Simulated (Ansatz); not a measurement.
# A computed series for hypothetical wurtzite GeSe: thickness series

Base system: GeSe in the wurtzite structure (space group P6_3mc, No. 186; a = 4.790 Å, c = 5.863 Å; a hypothetical phase, not in the database extracts checked). Axes: x lies along a and z along c of the hexagonal cell.

Free-standing slabs (4 atom(s) a layer) normal to the y axis with 15 Å of vacuum; in-plane cell held at bulk.

Method: DFT with PBE, PAW potentials and a 420 eV plane-wave cutoff in Ansatz (a quantum-chemistry and plane-wave program), no spin-orbit coupling.

```csv
change,band gap,gap character,change of the spacing d23 from its bulk value of 2.766 Å,shortest interatomic distance,thickness between the outermost nuclei
base,0.92 eV,–,–,2.604 Å,–
1 layer,1.21 eV,"indirect, Γ–X (75 % along) → Z",–,2.462 Å,1.55 Å
2 layers,0.40 eV,"indirect, X → Z",+0.8 %,2.429 Å,5.50 Å
3 layers,0.47 eV,"indirect, k = (0.429, 0, 0) in the run's primitive reciprocal basis → Z",+0.2 %,2.426 Å,9.64 Å
4 layers,0.46 eV,"indirect, k = (0.429, 0, 0) in the run's primitive reciprocal basis → Z",+0.4 %,2.427 Å,13.79 Å
```

No phonon test of stability was made. k-point labels follow each cell's own Brillouin zone.
